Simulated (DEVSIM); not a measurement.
System: double heterostructure, GaAs between p- and n-type Al0.3Ga0.7As, at 250 K.

Layer 1 from the left is Al0.3Ga0.7As, thickness (μm) 0.470, Nd (cm⁻³) 1.9e17, τn (s) 7.4e-10, τp (s) 7.4e-11. Layer 2 from the left is GaAs, thickness (μm) 0.0220, Na (cm⁻³) 8.4e15, τn (s) 7.4e-10, τp (s) 7.4e-10. Layer 3 from the left is Al0.3Ga0.7As, thickness (μm) 0.200, Na (cm⁻³) 1.4e18, τn (s) 7.4e-10, τp (s) 7.4e-10.

Left contact: ohmic. Right contact: ohmic. Voltage is applied to the left contact. Recombination: SRH at mid-gap, radiative. Mobility is μmin + (μ − μmin)/(1 + (N/Nref)^α).

Constants are typed, rounded textbook-type inputs, not results; the design itself was drawn at random and stands for no fabricated device. Values at 300 K; Nc and Nv go as T^1.5, mobilities as T to minus their exponent, the gap by Varshni's rule with the affinity fixed.

Al0.3Ga0.7As: gap (eV) 1.7981, affinity (eV) 3.833, permittivity 12.05, Nc (cm⁻³) 6.96e17, Nv (cm⁻³) 9e18, μn (cm²/Vs) 3880, μp (cm²/Vs) 197, μn,min 500, μp,min 20, Nref,n 6e16, Nref,p 1.5e17, αn 0.39, αp 0.38, T exponent of μn 2.1, T exponent of μp 2.2, B (cm³/s) 2e-10, Varshni α (eV/K) 0.000541, Varshni β (K) 204. GaAs: gap (eV) 1.424, affinity (eV) 4.07, permittivity 12.9, Nc (cm⁻³) 4.7e17, Nv (cm⁻³) 9e18, μn (cm²/Vs) 8500, μp (cm²/Vs) 400, μn,min 500, μp,min 20, Nref,n 6e16, Nref,p 1.5e17, αn 0.39, αp 0.38, T exponent of μn 2.1, T exponent of μp 2.2, B (cm³/s) 2e-10, Varshni α (eV/K) 0.000541, Varshni β (K) 204.

DEVSIM, 1D drift-diffusion, Boltzmann statistics, complete ionisation; no tunnelling, impact ionisation, image-force lowering or self-heating. Band offsets follow the typed affinities; no thermionic-emission limit at abrupt steps, no polarisation charge.

### Question
What does the simulation give for the potential step across the device at zero bias, the dark forward voltage at 1 A/cm²?

### Answer
potential step across the device at zero bias 1.764 V; dark forward voltage at 1 A/cm² 1.235 V.
